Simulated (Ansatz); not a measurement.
**A computed series for InAs: alloy series**

Base system: InAs in the zinc blende structure (space group F-43m, No. 216; a = 6.1091 Å).

The other end (x = 1) is GaAs in the zinc blende structure (space group F-43m, No. 216): 22.75 Å³/atom, gap 0.96 eV.

Ga replaces a fraction x of In; each row is one arrangement (x, atoms in the cell, starting space group or random), fully relaxed.

Calculations: Ansatz (a quantum-chemistry and plane-wave program), r2SCAN, PAW, cutoff 500 eV, without spin-orbit coupling.

Candidates:
(a) x(Ga) = 0.5, 8 atoms, Cm
(b) x(Ga) = 0.25, 8 atoms, P-4m2
(c) x(Ga) = 0.25, 8 atoms, Cm

For the base:

| Item | Result |
|---|---|
| Band gap | 0.08 eV |

Order them by band gap, lowest first.

(c) x(Ga) = 0.25, 8 atoms, Cm (0.12 eV), (b) x(Ga) = 0.25, 8 atoms, P-4m2 (0.16 eV), (a) x(Ga) = 0.5, 8 atoms, Cm (0.35 eV)

Each cell is one ordered arrangement of few atoms, which overstates ordering effects compared with a random alloy. Whether these cells are dynamically stable was not tested. The zero or small gap of InAs and In3GaAs4 can change with the level of theory.
